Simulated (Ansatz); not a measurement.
The starting structures come from a database of crystals and need not be the phases stable at ambient conditions.

 Where the default PAW files enter, the runs use the earlier of Ansatz's two default sets.

Tunnelling through a barrier is set by its complex band structure: the current falls as exp(−2κd) with the smallest κ.

```
BiLi3
1.0
    4.73124     0.00000     0.00000
   -2.36562     4.09738     0.00000
    2.36562     1.36579     3.86304
Li Bi
3 1
Direct
  0.50000   0.25000   0.25000
  0.50000   0.75000   0.75000
  0.00000   0.50000   0.50000
  0.00000   0.00000   0.00000
```

Space group of this cell: Fm-3m. The cell is taken as given.

Transport runs along the normal of the first two printed cell vectors, the (111) plane of the conventional cell.

No gap correction and no spin-orbit coupling; mid-gap values are interpolated between computed energies.

Question: Estimate the band gap and the smallest decay constant κ at mid-gap that Ansatz (an electronic-structure program) with r2SCAN returns for this system.

Answer: Gap 0.77 eV on a 10×10×10 mesh; κ = 0.079 1/Å, at the zone centre.
